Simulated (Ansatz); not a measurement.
# WC: stress against strain

WC (WC type, P-6m2, 10.128 Å³/atom at rest, c along z) under a strain ε along c (axis z), the other axes held. LDA in Ansatz, a plane-wave DFT program (PAW, default set), 420 eV, 23×23×20 Γ-centred mesh, Fermi-Dirac smearing 0.10 eV; ions are relaxed within the symmetry of each cell. Stress is positive for a compressed cell.

Here s stands for strain and y for stress zz.

| strain (%) | stress zz (GPa) |
|---|---|
| -3.00 | ? |
| -1.50 | 16.02 |
| -1.00 | 10.51 |
| -0.50 | 5.17 |
| 0.00 | 0.00 |
| 0.50 | -5.01 |
| 1.00 | -9.87 |
| 1.50 | -14.58 |

Fit y of the 7 rows that show it with a straight line. Means: s 0, y 0.320. About the means, the sum of products is -71.370 and the sum of squares of s is 7.0000; the slope is their ratio. Least squares gives y = 0.320 - 10.1957·s. Residuals (row less fit): 0.406, -0.006, -0.248, -0.320, -0.232, 0.006, 0.394; standard error 0.328 (degrees of freedom: 5). The slope gives the elastic constant C33 = 1020 ± 12 GPa.

Predict the withheld y at s = -3.00 from the fit, and compare with the calculation.

y = 0.320 - 10.1957 × (-3.0) = 30.907 GPa. The calculation gives 33.65 GPa, 2.743 GPa above the prediction (5.7 % of the range of y in the table). The row lies outside the fitted rows, so this is an extrapolation. From the scatter of the fitted rows alone, a prediction at this place has a standard error of 0.511 GPa, so the miss is 5.4 times that.

One order more, fitted to all 13 runs of the series, follows each within 0.05, so the miss is the next term of a smooth law. In a metal these values are sensitive to mesh and smearing; energies are taken to zero smearing, stresses follow the free energy. Rows are the converged runs of the series near zero and its far end; series whose fitted rows scatter by over a few per cent of the range, as at a crossing or softening among them, aren't shown in this form. Most that stay on the fit to the last digits aren't either.
